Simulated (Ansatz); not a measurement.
Worked sum: energy of one form of LaOF over another

This concerns the energy of one form of LaOF over another. The value is E(A) − E(B), in meV per atom.

A: LaOF (P4/nmm), 6 atoms in the cell; this is a cell whose start was taken from, or built on, an entry of a structure database, and that this text hasn't matched to a measured one.
```
LaFO
1.0
    4.09520     0.00000     0.00000
    0.00000     4.09520     0.00000
    0.00000     0.00000     5.86368
La O F
2 2 2
Direct
  0.50000   0.00000   0.71417
  0.00000   0.50000   0.28583
  0.00000   0.00000   0.50000
  0.50000   0.50000   0.50000
  0.50000   0.50000   0.00000
  0.00000   0.00000   0.00000
```

B: LaOF (R-3m), 6 atoms in the cell; this is a cell whose start was taken from, or built on, an entry of a structure database, and that this text hasn't matched to a measured one.
```
CELL_PARAMETERS angstrom
     -2.03289     3.52107     0.00000
     -4.06578     0.00000     0.00000
     -2.03289     1.17369     6.79199
ATOMIC_POSITIONS crystal
  La 0.74126 0.74126 0.77623
  La 0.25874 0.25874 0.22377
  O  0.62335 0.62335 0.12994
  O  0.37665 0.37665 0.87006
  F  0.87127 0.87127 0.38619
  F  0.12873 0.12873 0.61381
```

Method: Ansatz (an electronic-structure program), PAW, neutral cells at 0 K with nuclei at rest, on structures from PBE. Ansatz runs with its PAW set soft_1. A dispersion term (D3(BJ), or D4 for r2SCAN) was computed beside these levels and is taken off wherever the name lacks it. Space groups of crystals are read within 0.01 Å. Spin-orbit coupling is left out.

Total energies of the cells in eV, at zero smearing width. They compare only within one column; the weights balance every element.

```csv
cell,atoms,weight,PBE
A: LaOF (P4/nmm),6,+1,-15264.82902
B: LaOF (R-3m),6,−1,-15264.79879
```

PBE: (-15264.82902) − (-15264.79879) = -0.030 eV; dividing by 6 atoms gives -5 meV/atom.

What follows from the PBE value: Against the thermal energy at 300 K, k_BT = 25.9 meV, the difference of 5.0 meV per atom is 0.19 k_BT. To turn the order at 1000 K, where k_BT = 86.2 meV, the higher one would need 0.058 k_B per atom more entropy.
